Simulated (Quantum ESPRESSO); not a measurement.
```xyz
10
Lattice="3.8766 0.0000 0.0000 -1.9383 3.3572 0.0000 0.0000 0.0000 19.1183" Properties=species:S:1:pos:R:3 pbc="T T T"
Ga     0.0000     0.0000     3.3010
Ga     0.0000     0.0000     9.4339
Ga     0.0000     0.0000    15.6816
Ga     0.0000     2.2381     0.0423
S      0.0000     0.0000     0.8116
S      0.0000     0.0000     7.2009
S      0.0000     0.0000    13.6044
S      0.0000     2.2381     3.9665
S      0.0000     2.2381    10.3975
S      0.0000     2.2381    16.8134
```

Computed with LDA (PZ), GBRV 1.5 ultrasoft (LDA) pseudopotentials (plane waves; Quantum ESPRESSO 7.5).

The set-up and first iterations of a Quantum ESPRESSO log for Ga2S3 (P3m1, 10 atoms in the cell):

```
     G-vector sticks info
     --------------------
     sticks:   dense  smooth     PW     G-vecs:    dense   smooth      PW
     Sum         745     595    163                80359    57403    8989

     bravais-lattice index     =            4
     lattice parameter (alat)  =       7.3256  a.u.
     unit-cell volume          =    1679.0770 (a.u.)^3
     number of atoms/cell      =           10
     number of atomic types    =            2
     number of electrons       =       112.00
     number of Kohn-Sham states=           67
     kinetic-energy cutoff     =      40.0000  Ry
     charge density cutoff     =     200.0000  Ry
     scf convergence threshold =      1.0E-10
     mixing beta               =       0.7000
     number of iterations used =            8  plain     mixing
     Exchange-correlation=  SLA  PZ   NOGX NOGC
                           (   1   1   0   0   0   0   0)

     crystal axes: (cart. coord. in units of alat)
   [... lines left out ...]
         3        Ga     tau(   3) = (  0.0000000  0.0000000  0.8202400  )
         4        Ga     tau(   4) = (  0.3333333  0.6666667  0.0022100  )
         5        S      tau(   5) = (  0.0000000  0.0000000  0.0424500  )
         6        S      tau(   6) = (  0.0000000  0.0000000  0.3766500  )
         7        S      tau(   7) = (  0.0000000  0.0000000  0.7115900  )
         8        S      tau(   8) = (  0.3333333  0.6666667  0.2074700  )
         9        S      tau(   9) = (  0.3333333  0.6666667  0.5438500  )
        10        S      tau(  10) = (  0.3333333  0.6666667  0.8794400  )

     number of k points=     5  Gaussian smearing, width (Ry)=  0.0037
                       cart. coord. in units 2pi/alat
        k(    1) = (   0.0000000   0.0000000   0.0000000), wk =   0.0800000
        k(    2) = (   0.0000000   0.2309401   0.0000000), wk =   0.4800000
        k(    3) = (   0.0000000   0.4618802   0.0000000), wk =   0.4800000
        k(    4) = (   0.2000000   0.3464102   0.0000000), wk =   0.4800000
        k(    5) = (   0.2000000   0.5773503   0.0000000), wk =   0.4800000

     Dense  grid:    80359 G-vectors     FFT dimensions: (  36,  36, 180)

     Smooth grid:    57403 G-vectors     FFT dimensions: (  30,  30, 150)

     Initial potential from superposition of free atoms

     starting charge     107.9998, renormalised to     112.0000
     Self-consistent Calculation

     iteration #  1     ecut=    40.00 Ry     beta= 0.70

---- Real-time Memory Report at c_bands before calling an iterative solver
           304 MiB given to the printing process from OS
           119 MiB allocation reported by mallinfo(arena+hblkhd)
------------------

     total energy              =   -1760.30155979 Ry
     estimated scf accuracy    <      54.60056242 Ry

     iteration #  2     ecut=    40.00 Ry     beta= 0.70

---- Real-time Memory Report at c_bands before calling an iterative solver
           383 MiB given to the printing process from OS
           145 MiB allocation reported by mallinfo(arena+hblkhd)
------------------

     total energy              =   -1639.20205411 Ry
     estimated scf accuracy    <    5758.30939881 Ry

     iteration #  3     ecut=    40.00 Ry     beta= 0.70

---- Real-time Memory Report at c_bands before calling an iterative solver
           384 MiB given to the printing process from OS
           146 MiB allocation reported by mallinfo(arena+hblkhd)
------------------

     total energy              =   -1785.31132094 Ry
     estimated scf accuracy    <     126.94963410 Ry
```

**Question.** Will this run converge, and how will it end?

**Answer.** The run converged in 37 iterations. Its thresholds were met; that alone does not show that basis and mesh suffice. Warnings to mind: c_bands:  1 eigenvalues not converged. It ends on: free energy E − TS -24551.7820 eV; Fermi level (on the code's own zero) 4.99 eV; pressure -4.78 GPa; largest force (vector length) 0.347 eV/Å. The log goes on:

```
   [... 32 blocks of this kind left out ...]

     iteration # 36     ecut=    40.00 Ry     beta= 0.70

---- Real-time Memory Report at c_bands before calling an iterative solver
           395 MiB given to the printing process from OS
           159 MiB allocation reported by mallinfo(arena+hblkhd)
------------------

     total energy              =   -1804.52269583 Ry
     estimated scf accuracy    <          3.7E-10 Ry

     iteration # 37     ecut=    40.00 Ry     beta= 0.70

---- Real-time Memory Report at c_bands before calling an iterative solver
           395 MiB given to the printing process from OS
           159 MiB allocation reported by mallinfo(arena+hblkhd)
------------------
     End of self-consistent calculation

     the Fermi energy is     4.9878 ev

!    total energy              =   -1804.52269583 Ry
     estimated scf accuracy    <          5.7E-11 Ry
     smearing contrib. (-TS)   =      -0.00189202 Ry
     internal energy E=F+TS    =   -1804.52080381 Ry

     convergence has been achieved in  37 iterations

     Forces acting on atoms (cartesian axes, Ry/au):

     atom    1 type  1   force =     0.00000000    0.00000000   -0.00571080
     atom    2 type  1   force =     0.00000000    0.00000000   -0.00907736
     atom    3 type  1   force =     0.00000000    0.00000000   -0.00010236
     atom    4 type  1   force =     0.00000000   -0.00000000    0.00108594
     atom    5 type  2   force =     0.00000000    0.00000000    0.01056972
     atom    6 type  2   force =     0.00000000    0.00000000    0.01349568
     atom    7 type  2   force =     0.00000000    0.00000000    0.00968339
   [... lines left out ...]
     atom   10 type  2   force =     0.00000000   -0.00000000   -0.00411972

     Total force =     0.025712     Total SCF correction =     0.000048

          total   stress  (Ry/bohr**3)                   (kbar)     P=      -47.75
  -0.00033378   0.00000000   0.00000000          -49.10        0.00        0.00
   0.00000000  -0.00033378  -0.00000000            0.00      -49.10       -0.00
   0.00000000  -0.00000000  -0.00030632            0.00       -0.00      -45.06

   JOB DONE.
```

For comparison: a first run was changed to give this one (ecutwfc: 50 Ry → 40 Ry; ecutrho: 250 Ry → 200 Ry), and from it to this one the free energy goes up by 14.4 meV/atom, the pressure goes from -4.58 to -4.78 GPa and the largest force stays at 0.347 eV/Å.

The starting cell comes from a database of computed structures (which also holds hypothetical and non-ambient phases and stackings), without a prior relaxation at this level. The run gives no clean gap (levels at the Fermi energy touch, overlap or are partly filled at this smearing), which alone does not show that the compound is a metal.

The run was DFT, LDA (PZ), plane waves, GBRV 1.5 ultrasoft (LDA) pseudopotentials. Main settings of its input:

| key | value |
|---|---|
| ecutwfc | 40 Ry |
| ecutrho | 200 Ry |
| occupations | smearing |
| smearing | gaussian |
| degauss | 0.0036749 Ry |
| potentials | {Ga: ga_lda_v1.4.uspp.F.UPF, S: s_lda_v1.4.uspp.F.UPF} |
| K_POINTS | automatic 5 5 1 0 0 0 |
| conv_thr | 1e-10 Ry |
| mixing_beta | 0.7 |
